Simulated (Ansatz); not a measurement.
Seebeck coefficient (μV/K, mean over directions) of n-type ZnSe (F-43m) against carrier density, HSE06, rigid bands in Ansatz (an electronic-structure program). Computed gap 2.50 eV; densities at which minority carriers matter at this gap, or further valleys turn the trend, are left out. Conductivity mass 0.143 mₑ (harmonic mean over directions), N_c = 1.3e18 cm⁻³ at 300 K.

```json
[
 {"electron density": "1e16 cm⁻³", "300 K": "(withheld)", "500 K": "(withheld)"},
 {"electron density": "1e17 cm⁻³", "300 K": "-435", "500 K": "-503"},
 {"electron density": "1e18 cm⁻³", "300 K": "-242", "500 K": "(withheld)"},
 {"electron density": "3e18 cm⁻³", "300 K": "-159", "500 K": "-218"},
 {"electron density": "1e19 cm⁻³", "300 K": "-86", "500 K": "-132"},
 {"electron density": "3e19 cm⁻³", "300 K": "-45", "500 K": "-74"},
 {"electron density": "1e20 cm⁻³", "300 K": "-23", "500 K": "-38"},
 {"electron density": "3e20 cm⁻³", "300 K": "-13", "500 K": "-21"}
]
```

Task: Fill in the missing entries.

Result: 
- 1e16 cm⁻³, 300 K: -633
- 1e16 cm⁻³, 500 K: -701
- 1e18 cm⁻³, 500 K: -307

Rigid bands with a gap fixed in temperature, one relaxation time for all states, no polarons or phonon drag, and whether or not such doping can be reached. Spin-orbit coupling is left out. Geometry: cell and atoms relaxed with PBEsol.
